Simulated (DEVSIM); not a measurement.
Device: abrupt GaAs p-n junction, at 250 K.

| layer (left to right) | material | thickness (μm) | Nd (cm⁻³) | Na (cm⁻³) | τn (s) | τp (s) |
|---|---|---|---|---|---|---|
| 1 | GaAs | 0.390 | - | 2.4e16 | 2e-9 | 2e-9 |
| 2 | GaAs | 230 | 2.8e15 | - | 2e-9 | 2e-9 |

Left contact: ohmic. Right contact: ohmic. Voltage is applied to the left contact. Recombination: SRH at mid-gap, radiative, Auger. Mobility is constant in doping.

The device is made up for the run: typed textbook-type constants, with dimensions and the other settings drawn at random. Values at 300 K; Nc and Nv go as T^1.5, mobilities as T to minus their exponent, the gap by Varshni's rule with the affinity fixed.

| parameter | GaAs |
|---|---|
| gap (eV) | 1.424 |
| affinity (eV) | 4.07 |
| permittivity | 12.9 |
| Nc (cm⁻³) | 4.7e17 |
| Nv (cm⁻³) | 9e18 |
| μn (cm²/Vs) | 8500 |
| μp (cm²/Vs) | 400 |
| T exponent of μn | 2.1 |
| T exponent of μp | 2.2 |
| B (cm³/s) | 2e-10 |
| Cn (cm⁶/s) | 1e-30 |
| Cp (cm⁶/s) | 1e-30 |
| Varshni α (eV/K) | 0.000541 |
| Varshni β (K) | 204 |

DEVSIM, 1D drift-diffusion, Boltzmann statistics, complete ionisation; no tunnelling, impact ionisation, image-force lowering or self-heating.

The thickness of layer 2 was swept, all else fixed.

```tsv
thickness of layer 2 (μm)	dark forward voltage at 1 A/cm² (V)
46	1.043
80	1.043
140	1.045
230	1.046
390	1.049
690	1.055
1200	1.066
```

From the first row to the last the dark forward voltage at 1 A/cm² goes from 1.043 to 1.066.
